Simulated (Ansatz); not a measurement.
Levels about the gap of amorphous Zr$_{20}$O$_{43}$Y$_{2}$ (65 atoms in a cell of 846 Å³, 5.28 g/cm³; zone centre alone, so wide bands show as single levels with stretches between that a denser mesh fills), at the geometry that PBE relaxed, where it gives -1.4 GPa on a denser mesh. The participation number counts the atoms over which a state spreads; weights are charges in smoothed Voronoi cells. The levels come from a single point, so bond lengths are those of that geometry. Method of the levels: PBE, scalar-relativistic without spin-orbit coupling (Ansatz, a first-principles code). Sampling: the zone centre alone; Fermi-Dirac width 0.02 eV; no spin polarisation. At PBE the levels at the filled edge of the gap are localised (band-tail or defect states).

Preparation: random packing, a CHGNet melt and quench, and a DFT relaxation. O atoms were pushed apart under 1.9 Å during the dynamics, to hinder bonds among them. The hot cell started wider than the set density and was brought back towards it in steps. It is the lowest in DFT energy of 2 quenches. It is a model cell: composition and starting density were chosen by hand, and all elements were melted together. No dispersion term was used. Its density started from a set value of 5.28 and ended at 5.28 g/cm³. The simulated quench (nominally 450 K/ps over its main leg) is rapid and tends to freeze in more defects than a deposited or slowly cooled glass has. Values belong to this one cell and scatter from quench to quench. The volume was held where the preparation left it and the shape relaxed, at a PBE pressure of -1.4 GPa (tension). Stress components on the final sampling reach 1.4 GPa. On a 2×2×2 Γ-centred mesh force components of up to 0.14 eV/Å stay, since the relaxation ran on the zone centre alone.

```csv
"E - E(highest filled), eV",filling,participation number,largest on,weight O,weight Zr,weight Y
-0.42,filled,22.8,"O, 3 neighbours",0.94,0.05,0.01
-0.34,filled,25.3,"O, 3 neighbours",0.94,0.06,0.00
-0.32,filled,18.1,"O, 3 neighbours",0.95,0.05,0.00
-0.16,filled,8.2,"O, 3 neighbours",0.94,0.05,0.00
-0.14,filled,14.5,"O, 3 neighbours",0.95,0.04,0.00
-0.08,filled,8.5,"O, 4 neighbours",0.96,0.04,0.00
0.00,filled,8.6,"O, 3 neighbours",0.95,0.05,0.00
3.46,empty,14.4,"Zr, 6 neighbours",0.38,0.60,0.02
3.58,empty,24.3,"Zr, 8 neighbours",0.35,0.64,0.01
3.69,empty,23.2,"Zr, 8 neighbours",0.35,0.64,0.01
3.75,empty,16.9,"Zr, 6 neighbours",0.33,0.66,0.01
3.81,empty,30.9,"Zr, 6 neighbours",0.35,0.63,0.02
3.89,empty,30.6,"Zr, 6 neighbours",0.36,0.63,0.01
3.92,empty,27.4,"Zr, 6 neighbours",0.35,0.61,0.03
```

Most localised among these is the filled level at -0.16 eV, on a O atom, which has 3 neighbours (Zr 1.91 Å, Y 2.22 Å, Zr 2.33 Å).
